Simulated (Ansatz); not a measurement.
NaI: energy against strain

NaI (rock salt, Fm-3m, 32.800 Å³/atom at rest, cube axes along x, y and z) under a strain ε along a cube axis (axis z), the other axes held. PBEsol in Ansatz, a plane-wave DFT program (PAW, default set), 420 eV, 9×9×9 Γ-centred mesh, Fermi-Dirac smearing 0.05 eV; ions are relaxed within the symmetry of each cell.

Here s stands for strain and y for E less E0.

| strain (%) | E less E0 (meV/atom) |
|---|---|
| -3.00 | ? |
| -1.50 | 0.91 |
| -1.00 | 0.40 |
| -0.50 | 0.10 |
| 0.00 | 0.00 |
| 0.50 | 0.08 |
| 1.00 | 0.33 |
| 1.50 | 0.75 |

Fit y of the 7 rows that show it with a parabola. Least squares gives y = -0.002 - 0.0457·s + 0.3695·s². Residuals (row less fit): 0.012, -0.013, -0.013, 0.002, 0.012, 0.008, -0.011; standard error 0.014 (degrees of freedom: 4). Twice the quadratic coefficient over the volume, 2 × 0.3695 meV × 10⁴ × 0.1602 / 32.800 Å³, is the elastic constant C11 = 36 ± 0.6 GPa.

Question: Estimate the missing y (s = -3.00); what did the run itself give?

Answer: y = -0.002 - 0.0457 × (-3.0) + 0.3695 × (-3.0)² = 3.461 meV/atom. The calculation gives 3.85 meV/atom, 0.389 meV/atom above the prediction (10.1 % of the range of y in the table). The row lies outside the fitted rows, so this is an extrapolation. From the scatter of the fitted rows alone, a prediction at this place has a standard error of 0.055 meV/atom, so the miss is 7.1 times that.

One order more, fitted to all 13 runs of the series, follows each within 0.01, so the miss is the next term of a smooth law. Rows are the converged runs of the series near zero and its far end; series whose fitted rows scatter by over a few per cent of the range, as at a crossing or softening among them, aren't shown in this form. Most that stay on the fit to the last digits aren't either.
